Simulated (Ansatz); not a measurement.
## How the formation enthalpy of PtGe2 (model structure, started from the Al2Cu type, I4/mcm, No. 140, 6 atoms in the cell) moves with the method

No measured value is used here.

| level (code) | value (eV/atom) |
|---|---|
| PBE (Ansatz) | -0.175 |
| PBEsol (Ansatz) | -0.224 |
| PBE-D3(BJ) (Ansatz) | -0.205 |

Density-functional levels without +SOC have no spin–orbit coupling, which shifts binding energies of heavy elements. Each level is taken at its own relaxed cell. Ansatz's density-functional and Hartree–Fock values are scalar-relativistic unless marked +SOC, with PAW data made under PBE.

A model structure was made by putting elements into a prototype or built by hand; it is no filed structure, need not be a known phase, and can be a saddle point held by its symmetry.

Ansatz is an electronic-structure program.
